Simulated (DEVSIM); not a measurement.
System: abrupt Si p-n junction, at 300 K.

| layer (left to right) | material | thickness (μm) | Nd (cm⁻³) | Na (cm⁻³) | τn (s) | τp (s) |
|---|---|---|---|---|---|---|
| 1 | Si | 1.20 | - | 1.3e15 | 3.6e-5 | 3.6e-5 |
| 2 | Si | 130 | 4.8e17 | - | 3.6e-5 | 3.6e-5 |

Left contact: ohmic. Right contact: ohmic. Voltage is applied to the left contact. Recombination: SRH at mid-gap, radiative. Mobility is μmin + (μ − μmin)/(1 + (N/Nref)^α).

The device is made up for the run: typed textbook-type constants, with dimensions and the other settings drawn at random. Values at 300 K.

```csv
parameter,Si
gap (eV),1.124
affinity (eV),4.05
permittivity,11.7
Nc (cm⁻³),2.86e19
Nv (cm⁻³),3.1e19
μn (cm²/Vs),1417
μp (cm²/Vs),470
"μn,min",52
"μp,min",45
"Nref,n",9.7e16
"Nref,p",2.2e17
αn,0.68
αp,0.72
B (cm³/s),4.7e-15
```

DEVSIM, 1D drift-diffusion, Boltzmann statistics, complete ionisation; no tunnelling, impact ionisation, image-force lowering or self-heating.

The doping Na of layer 1 was swept, all else fixed.

| doping Na of layer 1 (cm^-3) | largest field in the device at zero bias (V/cm) | potential step across the device at zero bias (V) | dark forward voltage at 1 A/cm² (V) | dark forward voltage at 100 A/cm² (V) |
|---|---|---|---|---|
| 3.9e13 | 38000 | 0.667 | (withheld) | (withheld) |
| 1.3e14 | 38000 | 0.698 | 0.407 | 0.636 |
| 3.9e14 | 38000 | 0.727 | 0.448 | 0.649 |
| 1.3e15 | 40000 | 0.758 | 0.489 | 0.672 |
| 3.9e15 | 45000 | 0.786 | 0.524 | 0.695 |
| 1.3e16 | 60000 | 0.817 | 0.560 | 0.728 |
| 3.9e16 | 95000 | 0.846 | 0.595 | 0.759 |

### Question
What belongs in the gaps?

### Answer

- 3.9e13, dark forward voltage at 1 A/cm² (V): 0.369
- 3.9e13, dark forward voltage at 100 A/cm² (V): 0.623
